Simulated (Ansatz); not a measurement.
The parent structure is ZnSnAs2 in the chalcopyrite structure (space group I-42d, No. 122; a = 5.8395 Å, c = 11.7375 Å).

Computed with DFT with PBEsol, PAW potentials and a 420 eV plane-wave cutoff in Ansatz (an electronic-structure program), without spin-orbit coupling.

Base values:

| Quantity | Value |
|---|---|
| Band gap | zero |
| Lattice parameter a | 11.035 bohr |

Modification: cell and atoms relaxed at a pressure of 15 GPa.

Estimate the effect on the band gap, valence-band top at Γ and lattice parameter a.

The band gap becomes 0.64 eV (base: zero); the valence-band top at Γ (three highest levels, from the VBM) is 0.00, 0.00, -0.05 eV; the lattice parameter a decreases by 0.606 bohr (11.035 bohr → 10.429 bohr).

Load acts through the strain it causes; cell and atoms are relaxed under it. Whether these cells are dynamically stable was not tested. Competing high-pressure phases were not computed. All final runs are without spin polarisation. The zero or small gap of ZnSnAs2 can change with the level of theory.
